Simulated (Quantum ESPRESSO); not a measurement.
Input and output of a self-consistent single point for SnPd (Pnma, 8 atoms in the cell) (Quantum ESPRESSO).

Computed with rVV10, SSSP 1.1.2 efficiency (PBE) pseudopotentials (plane waves; Quantum ESPRESSO 7.5).

```
CELL_PARAMETERS angstrom
      6.00280     0.00000     0.00000
      0.00000     4.00500     0.00000
      0.00000     0.00000     6.49988
ATOMIC_POSITIONS crystal
  Sn 0.80722 0.75000 0.59331
  Sn 0.19278 0.25000 0.40669
  Sn 0.69278 0.25000 0.09331
  Sn 0.30722 0.75000 0.90669
  Pd 0.99122 0.75000 0.19382
  Pd 0.00878 0.25000 0.80618
  Pd 0.50878 0.25000 0.69382
  Pd 0.49122 0.75000 0.30618
```

Reference input (self-consistent single point, DFT, LDA (PZ), plane waves, GBRV 1.5 ultrasoft (LDA) pseudopotentials): ecutwfc = 40 Ry; ecutrho = 320 Ry; occupations = smearing; smearing = cold; degauss = 0.0147 Ry; potentials = {Sn: sn_lda_v1.4.uspp.F.UPF, Pd: pd_lda_v1.4.uspp.F.UPF}; K_POINTS = automatic 4 5 3 0 0 0; conv_thr = 1e-09 Ry; mixing_beta = 0.4. This run's input differs from it in these lines:

```diff
@@ -12,4 +12,4 @@
   ntyp = 2
-  ecutwfc = 40
-  ecutrho = 320
+  ecutwfc = 60
+  ecutrho = 480
   occupations = 'smearing'
@@ -17,2 +17,3 @@
   degauss = 0.0147
+  input_dft = 'rvv10'
 /
@@ -23,4 +24,4 @@
 ATOMIC_SPECIES
-Sn   118.7100  sn_lda_v1.4.uspp.F.UPF
-Pd   106.4200  pd_lda_v1.4.uspp.F.UPF
+Sn   118.7100  Sn_pbe_v1.uspp.F.UPF
+Pd   106.4200  Pd_ONCV_PBE-1.0.oncvpsp.upf
 ATOMIC_POSITIONS angstrom
```

Log, with long lists cut:

```
     Self-consistent Calculation

     iteration #  1     ecut=    60.00 Ry     beta= 0.40

     total energy              =   -1667.12927620 Ry
     estimated scf accuracy    <       1.85906865 Ry

     iteration #  2     ecut=    60.00 Ry     beta= 0.40

     total energy              =   -1667.35334537 Ry
     estimated scf accuracy    <       0.29806275 Ry

     iteration #  3     ecut=    60.00 Ry     beta= 0.40

     total energy              =   -1667.40981166 Ry
     estimated scf accuracy    <       0.06057635 Ry

   [... 6 blocks of this kind left out ...]

     iteration # 10     ecut=    60.00 Ry     beta= 0.40

     total energy              =   -1667.41895547 Ry
     estimated scf accuracy    <          5.4E-09 Ry

     iteration # 11     ecut=    60.00 Ry     beta= 0.40
     End of self-consistent calculation

   [... 7 lines left out ...]

   [... 7 lines left out ...]

     the Fermi energy is    15.6074 ev

!    total energy              =   -1667.41895547 Ry
     estimated scf accuracy    <          6.6E-11 Ry
     smearing contrib. (-TS)   =       0.00042426 Ry
     internal energy E=F+TS    =   -1667.41937973 Ry

     convergence has been achieved in  11 iterations

     Forces acting on atoms (cartesian axes, Ry/au):

     atom    1 type  1   force =     0.00282033    0.00000000    0.00000000
     atom    2 type  1   force =    -0.00282033    0.00000000   -0.00000000
     atom    3 type  1   force =    -0.00282033    0.00000000    0.00000000
     atom    4 type  1   force =     0.00282033    0.00000000   -0.00000000
     atom    5 type  2   force =    -0.00273618    0.00000000   -0.00289584
   [... lines left out ...]

     Total force =     0.009763     Total SCF correction =     0.000033

          total   stress  (Ry/bohr**3)                   (kbar)     P=       59.19
   0.00051747   0.00000000   0.00000000           76.12        0.00        0.00
   0.00000000   0.00029633   0.00000000            0.00       43.59        0.00
   0.00000000   0.00000000   0.00039322            0.00        0.00       57.84

   JOB DONE.
```

The run converged in 11 iterations. Against the reference run the pressure goes from -5.95 to 5.92 GPa and the largest force goes from 0.086 to 0.102 eV/Å.

The starting cell comes from a database of computed structures (which also holds hypothetical and non-ambient phases and stackings), without a prior relaxation at this level. Its lattice was rescaled by a random factor within 2.5 % of one. Spin polarisation is off. With a pressure of about 6 GPa the cell is away from its equilibrium volume at this level.

Cost on one core of a shared machine: roughly 3 min.
